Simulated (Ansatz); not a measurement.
The parent structure is ZnS in the zinc blende structure (space group F-43m, No. 216; a = 5.389 Å).

Method: r2SCAN (Ansatz, a program for electronic structure; PAW; 500 eV plane waves; no spin-orbit coupling).

Strains are applied to the cell and any free atomic positions relax.

One change was made to it. Results:

| quantity | base | after |
|---|---|---|
| band gap | 2.70 eV | 2.30 eV |
| energy relative to the base (free energy F) | 0 meV/atom | +35 meV/atom |

Q: Which of these changes matches the shifts?
A) isotropic strain +2.00 %
B) isotropic strain +3.00 %
C) isotropic strain +2.50 %
D) isotropic strain +0.50 %

A: B, isotropic strain +3.00 %. For comparison, the band gap in the other runs: isotropic strain +2.50 % gives 2.37 eV; isotropic strain +0.50 % gives 2.63 eV; isotropic strain +2.00 % gives 2.43 eV.

No phonon test of stability was made.
